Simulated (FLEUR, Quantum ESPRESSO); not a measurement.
A Quantum ESPRESSO input for a self-consistent single point of Tc₃Ni (P6_3/mmc, 8 atoms in the cell) (DFT, LDA (PZ), plane waves, GBRV 1.5 ultrasoft (LDA) pseudopotentials):

```fortran
&CONTROL
   calculation = 'scf'
   prefix = 'Tc3Ni'
   outdir = './tmp'
   pseudo_dir = './'
   tprnfor = .true.
   tstress = .true.
/
&SYSTEM
   ibrav = 4
   celldm(1) = 10.2362224392
   celldm(3) = 0.807122592873
   nat = 8
   ntyp = 2
   ecutwfc = 50
   ecutrho = 400
   occupations = 'smearing'
   smearing = 'gauss'
   degauss = 0.0147
/
&ELECTRONS
   conv_thr = 1.0d-10
   mixing_beta = 0.4
/
ATOMIC_SPECIES
Ni    58.6934  ni_lda_v1.4.uspp.F.UPF
Tc    97.9072  tc_lda_v1.uspp.F.UPF
ATOMIC_POSITIONS {alat}
Ni    0.5000000000    0.2886751346    0.2017806482
Ni    0.0000000000    0.5773502692    0.6053419447
Tc    0.5000000000    0.5786435338    0.6053419447
Tc    0.0000000000    0.2873818700    0.2017806482
Tc   -0.2511200000    0.7223344688    0.2017806482
Tc    0.7511200000    0.1436909350    0.6053419447
Tc    0.2488800000    0.1436909350    0.6053419447
Tc    0.2511200000    0.7223344688    0.2017806482
K_POINTS {automatic}
5 5 5  0 0 0
```

Problem. Give the FLEUR input for the same structure, mesh, smearing and functional.

Solution. This is the input that was run; spellings and numerical settings could be chosen otherwise.

Input of the input generator:

```
scf Tc3Ni
&input film=f /
1.0000000000 0.0000000154 0.0000000000
-0.5000000133 0.8660253961 0.0000000000
0.0000000000 0.0000000000 0.8071225929
10.2362224392
1.0 1.0 1.0

8
28 0.6666666667 0.3333333333 0.2500000000
28 0.3333333333 0.6666666667 0.7500000000
43 0.8340800000 0.6681600000 0.7500000000
43 0.1659200000 0.3318400000 0.2500000000
43 0.1659200000 0.8340800000 0.2500000000
43 0.8340800000 0.1659200000 0.7500000000
43 0.3318400000 0.1659200000 0.7500000000
43 0.6681600000 0.8340800000 0.2500000000

&comp jspins=1 /
&exco xctyp='pz' /
&kpt div1=5 div2=5 div3=5 /
&end /
```

```xml
<?xml version="1.0" encoding="UTF-8" standalone="no"?>
<fleurInput fleurInputVersion="0.39">
   <comment>
      scf Tc3Ni                                                                                           
   </comment>
   <calculationSetup>
      <cutoffs Kmax="4.2" Gmax="14.7" GmaxXC="14.7" numbands="0"/>
      <scfLoop itmax="60" minDistance="0.00001" maxIterBroyd="15" imix="Anderson" alpha="0.05" precondParam="0.0" spinf="2.0"/>
      <coreElectrons ctail="T" frcor="F" kcrel="0" coretail_lmax="0"/>
      <xcFunctional name="pz" relativisticCorrections="F"/>
      <magnetism jspins="1"/>
      <soc l_soc="F" theta="0.0" phi="0.0" spav="F"/>
      <expertModes spex="0" secvar="F"/>
      <geometryOptimization l_f="T" forcealpha="1.0" forcemix="BFGS" epsdisp="0.00001" epsforce="0.00001"/>
      <ldaU l_linMix="F" mixParam="0.05" spinf="1.0"/>
   </calculationSetup>
   <cell>
      <bzIntegration valenceElectrons="122.0" mode="gauss" fermiSmearingEnergy="0.00734986">
         <kPointListSelection listName="default-1"/>
         <!-- k-points included here -->
         <xi:include xmlns:xi="http://www.w3.org/2001/XInclude" href="kpts.xml"> </xi:include>
      </bzIntegration>
      <!-- symmetry operations included here -->
      <xi:include xmlns:xi="http://www.w3.org/2001/XInclude" href="sym.xml"> </xi:include>
      <bulkLattice scale="1.0">
         <bravaisMatrix>
            <row-1>   10.2362224392000005     0.0000001576378256     0.0000000000000000</row-1>
            <row-2>   -5.1181113557417586     8.8648285924758881     0.0000000000000000</row-2>
            <row-3>    0.0000000000000000     0.0000000000000000     8.2618863966282667</row-3>
         </bravaisMatrix>
      </bulkLattice>
   </cell>
   <atomSpecies>
      <species name="Nickel (Ni)" element="Ni" atomicNumber="28">
         <mtSphere radius="2.39" gridPoints="823" logIncrement="0.015"/>
         <atomicCutoffs lmax="10" lnonsphr="8"/>
         <electronConfig flipSpins="F">
            <coreConfig>(1s1/2) (2s1/2) (2p1/2) (2p3/2) (3s1/2)</coreConfig>
            <valenceConfig>(3p1/2) (3p3/2) (4s1/2) (3d3/2) (3d5/2)</valenceConfig>
            <stateOccupation state="(3d3/2)" spinUp="1.6" spinDown="1.6"/>
            <stateOccupation state="(3d5/2)" spinUp="2.4" spinDown="2.4"/>
         </electronConfig>
         <energyParameters s="4" p="4" d="3" f="4"/>
         <lo type="SCLO" l="1" n="3" eDeriv="0"/>
      </species>
      <species name="Technetium (Tc)" element="Tc" atomicNumber="43">
         <mtSphere radius="2.37" gridPoints="817" logIncrement="0.016"/>
         <atomicCutoffs lmax="10" lnonsphr="8"/>
         <electronConfig flipSpins="F">
            <coreConfig>(1s1/2) (2s1/2) (2p1/2) (2p3/2) (3s1/2) (3p1/2) (3p3/2) (3d3/2) (3d5/2)</coreConfig>
            <valenceConfig>(4s1/2) (4p1/2) (4p3/2) (5s1/2) (4d3/2) (4d5/2)</valenceConfig>
            <stateOccupation state="(4d3/2)" spinUp="1.0" spinDown="1.0"/>
            <stateOccupation state="(4d5/2)" spinUp="1.5" spinDown="1.5"/>
         </electronConfig>
         <energyParameters s="5" p="5" d="4" f="4"/>
         <lo type="SCLO" l="0" n="4" eDeriv="0"/>
         <lo type="SCLO" l="1" n="4" eDeriv="0"/>
      </species>
   </atomSpecies>
   <atomGroups>
      <atomGroup species="Nickel (Ni)">
         <relPos label="                   1">-1.000/3.000 1.000/3.000 1.000/4.000</relPos>
         <relPos label="                   2">1.000/3.000 -1.000/3.000 -1.000/4.000</relPos>
         <force calculate="T" relaxXYZ="TTT"/>
      </atomGroup>
      <atomGroup species="Technetium (Tc)">
         <relPos label="                   3">-.1659200000 -.3318400000 -1.000/4.000</relPos>
         <relPos label="                   4">.1659200000 .3318400000 1.000/4.000</relPos>
         <relPos label="                   5">.1659200000 -.1659200000 1.000/4.000</relPos>
         <relPos label="                   6">-.1659200000 .1659200000 -1.000/4.000</relPos>
         <relPos label="                   7">.3318400000 .1659200000 -1.000/4.000</relPos>
         <relPos label="                   8">-.3318400000 -.1659200000 1.000/4.000</relPos>
         <force calculate="T" relaxXYZ="TTT"/>
      </atomGroup>
   </atomGroups>
   <output dos="F" band="F" slice="F">
      <checks vchk="F" cdinf="F"/>
      <bandDOS minEnergy="-.5*Htr" maxEnergy="0.5*Htr" sigma="0.015" storeEVData="T"/>
      <vacuumDOS vacdos="F" integ="F" star="F" nstars="0" locx1="0.0" locy1="0.0" locx2="0.0" locy2="0.0" nstm="0" tworkf="0.0"/>
      <unfoldingBand unfoldBand="F" supercellX="1" supercellY="1" supercellZ="1"/>
      <plotting iplot="0" polar="F">
         <plot TwoD="T" vec1="  1.0  0.0  0.0" vec2="  0.0  1.0  0.0" vec3="  0.0  0.0  1.0" zero="  0.0  0.0  0.0" file="plot"/>
      </plotting>
      <chargeDensitySlicing numkpt="0" minEigenval="0.0" maxEigenval="0.0" nnne="0" pallst="F"/>
      <specialOutput eonly="F"/>
      <magneticCircularDichroism mcd="F" energyLo="-10.0" energyUp="0.0"/>
   </output>
  <!-- We include the file relax.xml here to enable relaxations (see documentation) -->
  <xi:include xmlns:xi="http://www.w3.org/2001/XInclude" href="relax.xml"> <xi:fallback/> </xi:include>
</fleurInput>
```

Basis, cutoffs, solver keys and any potentials are the target program's own. This input uses DFT, LDA (Perdew-Zunger), all-electron FLAPW (FLEUR), scalar-relativistic valence. LDA parametrisations can differ slightly between programs.

The starting cell comes from a database of computed structures (which also holds hypothetical and non-ambient phases and stackings), without a prior relaxation at this level. Its lattice was rescaled by a random factor within 2.5 % of one.
